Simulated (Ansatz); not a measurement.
**A constructed model of the (100) surface of rock-salt TiC, a layer of Ag, one atom over each C (bottom of the slab: a bare face, its two planes held)**

These are PBE (plane waves to 420 eV, PAW; Ansatz, a program for electronic structure) values and carry that method's errors.

Model: 13-atom slab, 13.2 Å thick at the start with caps and adatoms (thin: gaps and levels are the slab's own), 12x12x1 mesh, Fermi-Dirac 0.1 eV, dipole correction, 4 atoms held, the rest relaxed; start symmetry kept, larger cells not searched; no spin, no spin-orbit, no U. In PBE it is, or lies within 0.01 eV a 1x1 cell of, the lowest of the 2 structures of its composition computed so far; subsurface sites and larger cells were not tried.

```
Quantity                                       Result
-----------------------------  ----------------------
work function of the top face                 4.79 eV
energy released by relaxation                0.063 eV
cost                           roughly 6 core-minutes
```
